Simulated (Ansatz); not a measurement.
Consider PtTe2 (space group P-3m1, No. 164; layered; relaxed with 0.1 eV smearing).

```
CELL_PARAMETERS angstrom
      4.05264     0.00000     0.00000
     -2.02632     3.50969     0.00000
      0.00000     0.00000     5.09694
ATOMIC_POSITIONS crystal
  Te 0.33333 0.66667 0.26692
  Te 0.66667 0.33333 0.73308
  Pt 0.00000 0.00000 0.00000
```

Cartesian axes are those of the cell as printed.

All numbers come from PBE-D3(BJ) in Ansatz (plane waves to 420 eV, PAW, no spin-orbit coupling).

Modification: an isotropic linear strain of −2.00 %, atoms relaxed at fixed cell.

Problem. Predict the stress tensor and what it implies for the stiffness.

Solution. Stress of the strained cell less that of the base (GPa, compression positive):
```
    6.2     0.0     0.0
    0.0     6.2     0.0
    0.0     0.0     4.4
```

Then B = −ΔP/(ΔV/V₀) with ΔV/V₀ = -0.0588 gives secant stiffness values (nonlinear terms included at this strain): B (at held cell shape, above the free-shape value) ≈ 95 GPa.

As a check, the harmonic strain energy −½ V₀ Δσ:ε is 25 meV/atom; the computed energy rise is 23 meV/atom.

No phonon test of stability was made. The final runs are not spin-polarised.

Ansatz is a program for electronic structure.
